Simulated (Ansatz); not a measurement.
Band structure of CoGa (Pm-3m, 2 atoms in the cell).

```yaml
crystal:
  lattice:
    - [2.88000, 0.00000, 0.00000]
    - [0.00000, 2.88000, 0.00000]
    - [0.00000, 0.00000, 2.88000]
  atoms:
    - { symbol: Ga, position: [0.50000, 0.50000, 0.50000] }
    - { symbol: Co, position: [0.00000, 0.00000, 0.00000] }
```

Computed with PBE, PAW files (plane waves; Ansatz, a quantum-chemistry and plane-wave program).

Settings: kpoints.mp_grid.grid = 8 8 8; hamiltonian.xc = pbe; hamiltonian.pseudopotentials = {kind: paw} (an earlier, softer set of the program's PAW files); scf.occupations.method = fermi_dirac; scf.occupations.width = 0.1 eV; kpoints.band_path.npoints = 8.

The starting cell has typed, rounded lattice constants, without a prior relaxation at this level. Spin polarisation is off.

Levels in eV from the Fermi level, bands 12 to 18:
| point | 12 | 13 | 14 | 15 | 16 | 17 | 18 |
|---|---|---|---|---|---|---|---|
| Γ | -2.54 | -0.72 | -0.72 | -0.72 | 5.18 | 5.18 | 5.18 |
| X | -2.31 | -1.73 | -1.73 | -0.71 | 0.13 | 10.62 | 10.62 |
| M | -3.14 | -2.46 | -1.21 | -1.21 | -0.22 | 2.27 | 3.15 |
| R | -4.09 | -0.18 | -0.18 | 0.64 | 3.82 | 3.82 | 3.82 |

Bands cross the Fermi level along this path, so the cell is metallic at this level.

Keys are those of Ansatz 0.2.
